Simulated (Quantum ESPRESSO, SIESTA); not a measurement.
A SIESTA input for a self-consistent single point of Ge₃As₄ (P-43m, 7 atoms in the cell) (DFT, GGA PBEsol, numerical atomic orbitals TZP, PseudoDojo PBEsol standard norm-conserving potentials (rewritten from UPF to PSML)):

```
# files in the folder: Ge.psml As.psml (PseudoDojo PBEsol standard)
SystemName  Ge3As4
SystemLabel ge3as4

NumberOfAtoms                7
NumberOfSpecies              2
%block ChemicalSpeciesLabel
  1 32 Ge
  2 33 As
%endblock ChemicalSpeciesLabel
LatticeConstant              5.421178 Ang
%block LatticeVectors
     1.000000000    0.000000000    0.000000000
     0.000000000    1.000000000    0.000000000
     0.000000000    0.000000000    1.000000000
%endblock LatticeVectors
AtomicCoordinatesFormat      Fractional
%block AtomicCoordinatesAndAtomicSpecies
     0.000000000    0.000000000    0.500000000  1
     0.500000000    0.000000000    0.000000000  1
     0.000000000    0.500000000    0.000000000  1
     0.720690000    0.720690000    0.720690000  2
     0.720690000    0.279310000    0.279310000  2
     0.279310000    0.279310000    0.720690000  2
     0.279310000    0.720690000    0.279310000  2
%endblock AtomicCoordinatesAndAtomicSpecies

XC.functional                GGA
XC.authors                   PBEsol
PAO.BasisSize                TZP
PAO.EnergyShift              0.01 Ry
MeshCutoff                   300 Ry
%block kgrid.MonkhorstPack
    4   0   0  0.0
    0   4   0  0.0
    0   0   4  0.0
%endblock kgrid.MonkhorstPack
OccupationFunction           FD
ElectronicTemperature        0.136 eV

MaxSCFIterations             150
SCF.Mixer.Method             Broyden
SCF.Mixer.Weight             0.1
SCF.Mixer.History            8
SCF.DM.Tolerance             1.0E-05
Diag.ParallelOverK           true
WriteForces                  true
```

Q: Write the same calculation as an input for Quantum ESPRESSO.

A: This is the input that was run; spellings and numerical settings could be chosen otherwise.

```fortran
&CONTROL
    calculation = 'scf',
    prefix = 'Ge3As4',
    outdir = './out',
    pseudo_dir = './',
    tprnfor = .true.,
    tstress = .true.,
/
&SYSTEM
    ibrav = 0,
    nat = 7,
    ntyp = 2,
    ecutwfc = 30,
    ecutrho = 180,
    occupations = 'smearing',
    smearing = 'fermi-dirac',
    degauss = 0.0099958,
    input_dft = 'pbesol',
/
&ELECTRONS
    conv_thr = 1.0d-10,
    mixing_beta = 0.7,
/
ATOMIC_SPECIES
Ge    72.6300  Ge.pbe-n-kjpaw_psl.1.0.0.UPF
As    74.9216  As.pbe-n-kjpaw_psl.1.0.0.UPF
ATOMIC_POSITIONS {angstrom}
Ge    0.0000000000    0.0000000000    2.7105890000
Ge    2.7105890000    0.0000000000    0.0000000000
Ge    0.0000000000    2.7105890000    0.0000000000
As    3.9069887728    3.9069887728    3.9069887728
As    3.9069887728    1.5141892272    1.5141892272
As    1.5141892272    1.5141892272    3.9069887728
As    1.5141892272    3.9069887728    1.5141892272
K_POINTS {automatic}
4 4 4  0 0 0
CELL_PARAMETERS {bohr}
  10.2445416928     0.0000000000     0.0000000000
   0.0000000000    10.2445416928     0.0000000000
   0.0000000000     0.0000000000    10.2445416928
```

Basis, cutoffs, solver keys and any potentials are the target program's own. This input uses DFT, PBEsol, plane waves, PSlibrary PAW (PBE) pseudopotentials.

The starting cell comes from a database of computed structures (which also holds hypothetical and non-ambient phases and stackings), without a prior relaxation at this level. Its lattice was rescaled by a random factor within 2.5 % of one. For this run, on top of that: lattice scaled by 0.98.
